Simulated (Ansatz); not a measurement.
Tunnelling through a barrier is set by its complex band structure: the current falls as exp(−2κd) with the smallest κ.

Consider the following.

```
C
1.0
    2.51783     0.00000     0.00000
    0.00000     3.56075     0.00000
    1.25892     1.78038     1.25892
C
2
Cartesian
  0.00000   1.78038   0.00000
  1.25892   2.67056   0.00000
```

The cell is taken as given.

Transport runs along the normal of the first two printed cell vectors, the (110) plane of the conventional cell.

No gap correction and no spin-orbit coupling; mid-gap is the computed energy nearest the middle.

State the band gap and the smallest decay constant κ at mid-gap according to r2SCAN run with Ansatz (a quantum-chemistry and plane-wave program).

Gap 4.37 eV on a 24×24×24 mesh; κ = 0.266 1/Å, at the zone centre.
